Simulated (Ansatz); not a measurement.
Here is the system:

End structure of a constructed model of the (111) surface of fcc Cu, a layer of Pt in place of the second plane (bottom of the slab: a bare face, its two planes held):

```
CELL_PARAMETERS angstrom
      2.56680     0.00000     0.00000
     -1.28340     2.22291     0.00000
      0.00000     0.00000    27.00000
ATOMIC_POSITIONS crystal
  Cu 0.33333 0.66667 0.30506
  Cu 0.66667 0.33333 0.38268
  Cu 0.00000 0.00000 0.46002
  Cu 0.33333 0.66667 0.53700
  Pt 0.66667 0.33333 0.62139
  Cu 0.00000 0.00000 0.70610
```

Slab: 6 atoms, 10.5 Å thick at the start with caps and adatoms (thin: gaps and levels are the slab's own); k 17x17x1, smearing 0.1 eV, dipole-corrected; 2 atoms held, the rest relaxed; held to the start's symmetry, so lower structures may exist; no spin, no spin-orbit, no U. In PBE it lies 0.04 eV a 1x1 cell over the lowest computed structure of the same composition (a layer of Pt in place of the third plane).

**Question.** Estimate the work function of the top face that PBE (Ansatz, a quantum-chemistry and plane-wave program) returns for this input.

**Answer.** 5.09 eV
